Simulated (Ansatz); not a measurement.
SnO2 (P4_2/mnm), Ansatz (a first-principles code) with PBE, rigid bands: N_v = 5.00e19 cm⁻³ at 300 K and a hole conductivity mass of 2.02 mₑ along z (a = (4.77, 0.00, 0.00) Å; b = (0.00, 4.77, 0.00) Å; c = (0.00, 0.00, 3.21) Å).

Task: For 1e17 holes per cm³ at 300 K, place the Fermi level, estimate the Seebeck coefficient of a parabolic band with constant τ, and give mobility and conductivity for τ = 5 fs.

Result: The level lies k_BT ln(N_v/p) = 0.161 eV above the valence-band maximum. S ≈ +(k_B/e)[ln(N_v/p) + 5/2] = 751 μV/K, against 745 μV/K from the full bands (mean over directions). μ = eτ/m = 4.35 cm²/(V·s) and σ = peμ = 0.0698 S/cm. τ is assumed, not computed.

Band transport and this doping are assumed; polarons and phonon drag are left out. Spin-orbit coupling is left out; where it splits the top of the valence band, N_v and the p-type Seebeck coefficient come out somewhat high without it. Geometry: cell and atoms relaxed with PBEsol.
